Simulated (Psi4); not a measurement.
Psi4 1.11, HF/def2-svp: 1,1,1,2-tetrafluoroethane (FCC(F)(F)F), 8 atoms. The geometry is a generated start, not checked to be a minimum at this level.

```json
{
  "task": "energy",
  "method": "scf",
  "basis": "def2-svp",
  "memory": "3 GB",
  "maxiter": "100",
  "keys_of_the_molecule_block": "symmetry c1",
  "scf_type": "df (default)",
  "e_convergence": "1e-06 (default)",
  "d_convergence": "1e-06 (default)",
  "basis_functions": "94"
}
```

```xyz
8

F     -1.2925    -1.2231    -0.0405
C     -0.7935     0.0396    -0.0874
C      0.7242     0.0127     0.0766
F      1.1074    -0.5003     1.2465
F      1.3323    -0.6821    -0.8838
F      1.2041     1.2649     0.0205
H     -1.2385     0.6167     0.7306
H     -1.0435     0.4717    -1.0625
```

With the defaults (damping_percentage = 0, guess = auto, which took SAD, level_shift = 0, level_shift_cutoff = 0.01, soscf = false, scf_initial_accelerator = adiis, diis_max_vecs = 10) it converges in 8 SCF iterations. One run each on 2 threads, with these changes:
- guess = gwh
- level_shift = 0.5, level_shift_cutoff = 0.001
- soscf = true
- diis_max_vecs = 3
- level_shift = 0.1, level_shift_cutoff = 0.001
- guess = sap
- damping_percentage = 60
- scf_initial_accelerator = ediis
- guess = core

**Question.** Name the settings that don't reach the solution of the defaults.

**Answer.** No convergence: damping_percentage = 60 (the run ends without SCF convergence in 100 iterations). The rest reach the solution of the defaults.

| setting | SCF iterations | JK calls | end |
|---|---|---|---|
| soscf = true | 5 | 16 | same solution |
| the defaults | 8 | 9 | same solution |
| level_shift = 0.5, level_shift_cutoff = 0.001 | 8 | 9 | same solution |
| scf_initial_accelerator = ediis | 8 | 9 | same solution |
| level_shift = 0.1, level_shift_cutoff = 0.001 | 8 | 9 | same solution |
| guess = sap | 9 | 9 | same solution |
| diis_max_vecs = 3 | 9 | 10 | same solution |
| guess = gwh | 10 | 10 | same solution |
| guess = core | 12 | 12 | same solution |
| damping_percentage = 60 | 100 | 101 | no convergence |

An SOSCF iteration holds several JK calls; a Hückel guess adds calls on atoms.
